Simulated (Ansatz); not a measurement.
Results of r²SCAN+rVV10 (Ansatz, an electronic-structure program, plane waves, PAW) for PbZrO3 (Amm2, No. 38, 5 atoms in the cell; start mp-20337; a measured phase of this formula has another space group).

Settings: plane-wave cutoff 500 eV, 10×10×10 k mesh, Fermi–Dirac smearing 0.05 eV, scalar-relativistic PAW data made under PBE.

Cell (relaxed at this level):

PbZrO$_{3}$ has the orthorhombic space group Amm2 (No. 38), Pearson symbol oS10. Conventional cell: a = 4.122 Å, b = 5.880 Å, c = 5.990 Å, α = 90.00°, β = 90.00°, γ = 90.00°. Zr on 2b has 4 O at 2.015–2.084 Å and 2 O at 2.207 Å. Pb on 2a is surrounded by 1 O at 2.347 Å and 4 O at 2.646 Å. O1 on 4e has 1 Zr at 2.015 Å and 1 Zr at 2.207 Å and 2 Pb at 2.646 Å. O2 on 2a is coordinated by 2 Zr at 2.084 Å and 1 Pb at 2.347 Å. (Neighbours: up to the widest gap in distance over summed covalent radii, below 1.35, at either atom; cation-cation and far metal-metal contacts left out.)
(The calculation used a cell of 5 atoms; values per cell refer to that cell.)

### Question
Predict the band gap.

### Answer

* **band gap**: 3.06 eV (on the SCF k mesh)

Note: the relaxation could not lower the start's symmetry, so the cell can be a saddle point above a distorted one.

Spin–orbit coupling is not included; with these elements it can move the gap by several tenths of an eV or more.

Computing time: roughly 4 core-minutes.

A start named mp-… is a Materials Project structure, which need not be a measured phase.
